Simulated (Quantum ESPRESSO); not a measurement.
Quantum ESPRESSO 7.5, DFT, PBE, plane waves, PseudoDojo 0.5 standard norm-conserving PBE (local tails restored to the Coulomb form): Cu(100) slab of 5 layers, 1x1 (Cu5), unrelaxed, 5 atoms. Basis and mesh were picked for this test and aren't claimed converged.

```yaml
cell: 2.56, 2.56, 21.23 Å; 90, 90, 90°
task: scf
k mesh: 9×9×1
ecutwfc: 92 Ry
ecutrho: 368 Ry
occupations: smearing
smearing: mv
degauss: 0.02 Ry
conv_thr: 5e-09 Ry
tprnfor: true
tstress: false
k-point pools (-nk): 8
diagonalization: david (default)
k-points computed: 15
bands: 58
electrons: 95
G-vectors of the density: 111453
FFT grid: 30×30×250
symmetry_operations: 16
```

Settings of this run: mixing_mode = TF, mixing_beta = 0.7, mixing_ndim = 8; 96 ranks.

```
SCF iteration  band solver's avg # of iterations (first pass)  estimated scf accuracy (Ry)
-------------  ----------------------------------------------  ---------------------------
1                                                         6.9                   1.12595476
2                                                         2.0                   0.44704280
3                                                         2.0                   0.04722759
4                                                         3.3                   0.01130419
5                                                         3.7                   0.01288414
6                                                         1.7                   0.01013841
7                                                         1.1                   0.00770547
8                                                         4.5                   0.00243512
9                                                         6.1                   0.00102274
10                                                        2.6                   0.00103149
11                                                        5.5                   0.00057465
12                                                        4.0                   0.00053303
13                                                        4.3                   0.00035630
14                                                        3.5                   0.00027182
15                                                        3.7                   0.00029341
16                                                        2.2                   0.00016749
17                                                        5.0                   0.00011271
18                                                        2.7                   0.00005808
19                                                        3.4                   0.00002494
20                                                        3.9                   0.00000915
21                                                        3.5                   0.00000181
22                                                        4.9                   0.00000078
23                                                        2.7                   0.00000011
24                                                        4.9                   0.00000002
25                                                        2.4                      6.3E-09
26                                                        2.5                      3.6E-09
```

It converged after 26 SCF iterations.

Which change of one setting makes this cycle converge in far fewer steps?

Several could match; the one computed here: mixing_mode = plain (default) (12 SCF iterations) or mixing_mode = local-TF (12 SCF iterations), all else kept; the first takes 3.6 s against 6.4 s on an otherwise empty node (Intel Xeon 6 (Granite Rapids)). The other changes of this size gave: mixing_beta = 1 (21); mixing_beta = 0.4 (30); mixing_beta = 0.2 (40); mixing_beta = 0.1 (53). The first change moves the result by: energy equal as printed, forces (largest component) 0.049 meV/Å.
